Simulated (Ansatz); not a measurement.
Take MgTe in the wurtzite structure (space group P6_3mc, No. 186) as the base.

```
CELL_PARAMETERS angstrom
      4.56143     0.00000     0.00000
     -2.28071     3.95031     0.00000
      0.00000     0.00000     7.41192
ATOMIC_POSITIONS crystal
  Mg 0.33333 0.66667 0.99959
  Mg 0.66667 0.33333 0.49959
  Te 0.33333 0.66667 0.37641
  Te 0.66667 0.33333 0.87641
```

Cartesian axes are those of the cell as printed.

Calculations: DFT with PBEsol, PAW potentials and a 420 eV plane-wave cutoff in Ansatz (a quantum-chemistry and plane-wave program), no spin-orbit coupling.

Now apply this change: the cell is stretched by 1.20 % along z with no lateral relaxation; the atoms relax in the strained cell.

**Question.** Predict the stress tensor and what it implies for the stiffness.

**Answer.** Stress of the strained cell less that of the base (GPa, compression positive):
```
  -0.30    0.00    0.00
   0.00   -0.30    0.00
   0.00    0.00   -0.67
```

Then −Δσ_ii/ε with ε = 0.0120 gives relaxed-ion elastic constants: C33 ≈ 56 GPa, C13 ≈ 25 GPa and C23 ≈ 25 GPa.

Whether these cells are dynamically stable was not tested.
